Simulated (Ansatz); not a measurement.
Output of an Ansatz run (abridged):

```
WARN ansatz: RAYON_NUM_THREADS=1 ignored (pool sized by the plan → 1); use --threads N
Pseudopotentials: kind: paw
Pseudopotential: Sn, paw, valence charge 14
Pseudopotential: Ir, paw, valence charge 17
Crystal: 3 atoms, lattice volume = 65.112 Å³
Basis set: ecut = 420.4159175005146 eV, 1243 PW (Γ)
Bands: 27, of which v1, the nominal top of the filled ones, is band 23 counted from 1 (22 counted from 0)
Symmetry: 48 space group operations
Space group: Fm-3m (ITA 225), of the structure as read, at distance tolerance 4.0e-5 Å
k-points: 35 of 729
PAW frozen core: Sn, regenerated for the run's functional, and the local potential with it
PAW frozen core: Ir, regenerated for the run's functional, and the local potential with it
Initial density: superposition of atomic densities (neutral atoms: chi_scale 0, normalization atom), corrected by the library's trained network
Initial wavefunctions: pseudopotential atomic-orbital guess
Eigensolver: davidson
Functional: x = slater, c = lda
SCF iter   1: F=—  HF=-23423.320321 eV  |F-HF|=—  |Δ(HF+E_count)|=         —  Δρ=8.27e-3  dr2=2.11e-2  ethr=1.77e-3  ⟨swp⟩=5.9  Hψ=3982  notcnv=0
all-band conjugate gradients solve this SCF's bands
preconditioner: auto → none
SCF iter   2: F=—  HF=-23423.316135 eV  |F-HF|=—  |Δ(HF+E_count)|=   4.19e-3  Δρ=3.86e-3  dr2=1.17e-2  ethr=4.68e-5  ⟨swp⟩=2.2  Hψ=1842  notcnv=0
SCF iter   3: F=—  HF=-23423.316852 eV  |F-HF|=—  |Δ(HF+E_count)|=   7.18e-4  Δρ=3.82e-3  dr2=1.57e-2  ethr=2.60e-5  ⟨swp⟩=2.1  Hψ=1253  notcnv=0  defer=3
SCF iter   4: F=—  HF=-23423.314062 eV  |F-HF|=—  |Δ(HF+E_count)|=   2.79e-3  Δρ=4.23e-4  dr2=6.05e-5  ethr=2.60e-5  ⟨swp⟩=2.0  Hψ=1128  notcnv=0  defer=3
SCF iter   5: F=—  HF=-23423.314051 eV  |F-HF|=—  |Δ(HF+E_count)|=   1.12e-5  Δρ=5.99e-5  dr2=1.12e-6  ethr=1.34e-7  ⟨swp⟩=2.2  Hψ=1603  notcnv=0
SCF iter   6: F=-23423.314051 eV  HF=-23423.314051 eV  |F-HF|=9.32e-9  |Δ(HF+E_count)|=   1.70e-7  Δρ=1.14e-5  dr2=6.61e-8  ethr=2.22e-10  ⟨swp⟩=7.2  Hψ=4463  notcnv=0
SCF 1 converged in 6 iterations: F = -23423.314051 eV  dr2 = 6.61e-8
SCF converged after 6 iterations
Free energy (F): -23423.314051 eV
Harris-Foulkes:  -23423.314051 eV  (|F-HF|=9.32e-9)
Internal energy: -23423.310165 eV  (E = F + TS)
E sigma→0 (E₀):  -23423.312108 eV
Entropy (-TS):   -0.003887 eV (-1.296 meV/atom)
Fermi energy:    13.984941 eV
--- Per-component energies (eV) ---
  E_band       = -332.897951
  E_kinetic    = 1003.954970
  E_local      = -3330.223138  (includes V_loc(G=0)·N_el)
  E_nonlocal   = 26.227872
  E_hartree    = 1711.219152
  E_xc         = -1024.398799
  E_vxc        = -497.527532  (∫ρ·V_xc dr)
  E_paw        = -16948.926951  (= ΣΔE_a)
  E_vpaw       = -957.776786  (= ΣTr[D̂ρ^β])
  E_aug_tail   = 0.000031  (compensation charges beyond the density's cutoff)
  E_ewald      = -4862.424699
  E_core_change = 1.261399  (= ΣΔE_core)
  E_smearing   = -0.003887  (= −TS)
  E_closure    = -0.000000  (closes the sum)
  Σ components = -23423.314051   (vs F -23423.314051, Δ=0.00e0)
--- Forces (eV/Å), atoms counted from 1 ---
  atom   1  Sn     0.00000000     0.00000000     0.00000000
   [... zero for the other atoms too ...]
  max |Σ_I F_I| component: 6.48e-17 eV/Å
--- Stress (GPa, compression-positive) ---
       -4.867598      -0.000000       0.000000
       -0.000000      -4.867598       0.000000
        0.000000      -0.000000      -4.867598
  P = ⅓ Tr σ = -4.8676 GPa (-48.676 kbar)
  The stress holds the Pulay correction. Without it, at fixed plane waves, as pw.x and ABINIT print it: P = -4.9354 GPa
--- Band table (eV; the first three rows and the last of 35) ---
  k-point 0: bands = ["-77.5249", "-34.3774", "-34.3774", "-34.3774", "-7.3737", "-7.3737", "-7.2612", "-7.2612", "-7.2612", "-7.1109", "-7.1109", "-7.1109", "-6.9847", "-6.9847", "2.6081", "9.7525", "9.7525", "9.7525", "11.5281", "11.9862", [...]
  k-point 1: bands = ["-77.5249", "-34.3776", "-34.3774", "-34.3774", "-7.3621", "-7.3621", "-7.2601", "-7.2566", "-7.2566", "-7.1152", "-7.1152", "-7.1136", "-6.9968", "-6.9968", "2.7578", "9.1136", "9.8287", "9.8287", "11.9304", "11.9304", [...]
  k-point 2: bands = ["-77.5249", "-34.3779", "-34.3775", "-34.3775", "-7.3289", "-7.3289", "-7.2540", "-7.2432", "-7.2432", "-7.1275", "-7.1275", "-7.1237", "-7.0316", "-7.0316", "3.1975", "8.0994", "10.0241", "10.0241", "11.8321", "11.8321", [...]
  k-point 34: bands = ["-77.5249", "-34.3783", "-34.3781", "-34.3776", "-7.2951", "-7.2690", "-7.2517", "-7.2213", "-7.1843", "-7.1778", "-7.1554", "-7.1316", "-7.0986", "-7.0651", "6.0002", "6.4669", "8.6790", "9.3940", "11.3495", "11.5531", [...]
```

The structure:

```xyz
3
Lattice="0.0000 3.1931 3.1931 3.1931 0.0000 3.1931 3.1931 3.1931 0.0000" Properties=species:S:1:pos:R:3 pbc="T T T"
Sn     4.7896     4.7896     4.7896
Sn     1.5965     1.5965     1.5965
Ir     0.0000     0.0000     0.0000
```

Q: What input produced this log?

A: Other spellings and defaults could give the same log, and not every line can be read from it. The input that was run (DFT, LDA (PW92), plane waves, default PAW files made with PBE):

Ansatz 0.2 input:
```yaml
# Sn2Ir
crystal:
  lattice:
    - [0.00000000, 3.19307600, 3.19307600]
    - [3.19307600, 0.00000000, 3.19307600]
    - [3.19307600, 3.19307600, 0.00000000]
  atoms:
    - { symbol: Sn, position: [0.75000000, 0.75000000, 0.75000000] }
    - { symbol: Sn, position: [0.25000000, 0.25000000, 0.25000000] }
    - { symbol: Ir, position: [0.00000000, 0.00000000, 0.00000000] }
basis:
  ecutwfc: 30.9 Ry
kpoints:
  mp_grid:
    grid: [9, 9, 9]
hamiltonian:
  xc: lda
  pseudopotentials:
    kind: paw
scf:
  occupations:
    method: gaussian
    width: 0.0073 Ry
output:
  forces: true
  eigenvalues: true
  stress: true
```

The starting cell comes from a database of computed structures (which also holds hypothetical and non-ambient phases and stackings), without a prior relaxation at this level. Its lattice was rescaled by up to half a per cent. Spin-orbit coupling is off. Spin polarisation is off. With a pressure of about -5 GPa the cell is away from its equilibrium volume at this level. Ansatz's pressure includes its estimate of the finite-basis (Pulay) stress.

Ansatz is a program for electronic structure.
